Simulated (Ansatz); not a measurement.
The starting structures come from a database of crystals and need not be the phases stable at ambient conditions.

By PBEsol, the system below comes out a metal.

Data:

```
CELL_PARAMETERS angstrom
      3.20221     0.00000     0.00000
      0.00000     6.26979     0.00000
      0.00000     0.00000     3.10229
ATOMIC_POSITIONS crystal
  In 0.00248 0.00000 0.00000
  Sb 0.74752 0.50000 0.00000
```

Space group of this cell: Pmm2. The cell is strained (all lengths scaled by 1.02); by PBEsol its mean pressure is -4.5 GPa.

The current flows along the normal of the first two printed cell vectors. No spin-orbit coupling; the value is a mean over 0.1 eV about the Fermi level.

Give the ballistic conductance per area that PBEsol in Ansatz (a first-principles code) yields.

0.87 × 10¹⁵ S/m² for both spins.
